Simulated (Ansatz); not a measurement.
Given:

```
MoTe2
1.0
    0.00000     3.28186     3.28186
    3.28186     0.00000     3.28186
    3.28186     3.28186     0.00000
Mo Te
1 2
Direct
  0.00000   0.00000   0.00000
  0.25000   0.25000   0.25000
  0.75000   0.75000   0.75000
```

No spin polarisation.

Level of theory: r2SCAN (Ansatz, a quantum-chemistry and plane-wave program), no SOC. Γ-centred 12×12×12 mesh, Fermi–Dirac width 0.05 eV.

**Question.** Predict the band gap, space group and pressure.

**Answer.** The band gap comes out as zero, the space group comes out as Fm-3m (No. 225) and the pressure is 3.4 GPa.

The cells carry an imposed strain or load. No phonon test of stability was made. All final runs are without spin polarisation. The cell was made from MoTe$_{2}$ (space group Fm-3m, No. 225; a hypothetical phase, not in the database extracts checked) by this change: isotropic strain −1.14 %. MoTe2 has a high density of states at the Fermi level and may be magnetic at this level.
